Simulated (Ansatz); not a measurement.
Take Ba in the bcc (W type) structure (space group Im-3m, No. 229; a = 4.8819 Å; relaxed with 0.1 eV smearing) as the base. Axes: x, y, z lie along the cube axes.

All numbers come from PBEsol (Ansatz, an electronic-structure program), spin-orbit coupling left out.

It is then changed as follows: uniaxial strain ε_zz = +0.50 %, all other strain components held at zero; the atoms relax in the strained cell.

**Question.** How does this affect the stress?

**Answer.** The stress (xx, yy, zz, yz, xz, xy; compression positive) is (0.0, 0.0, -0.1, 0.0, 0.0, 0.0) GPa.

**Question.** Predict the new energy relative to the base.

**Answer.** The energy is nearly the same.

No phonon test of stability was made.
